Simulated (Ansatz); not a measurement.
The starting structures come from a database of crystals and need not be the phases stable at ambient conditions.

 Where the default PAW files enter, the runs use the earlier of Ansatz's two default sets.

By LDA, the system below comes out a metal.

```yaml
crystal:
  lattice:
    - [3.38244, 0.00000, 0.00000]
    - [0.00000, 3.90932, 0.00000]
    - [1.69122, 1.95466, 2.10787]
  atoms:
    - { symbol: Sn, position: [0.00000, 0.00000, 0.00000] }
```

Space group of this cell: Immm. The cell is taken as given; by LDA its mean pressure is -3.9 GPa.

The current flows along the normal of the first two printed cell vectors. No spin-orbit coupling; the value is a mean over 0.1 eV about the Fermi level.

### Question
Give the ballistic conductance per area that LDA run with Ansatz (a quantum-chemistry and plane-wave program) yields.

### Answer
1.2 × 10¹⁵ S/m² for both spins.
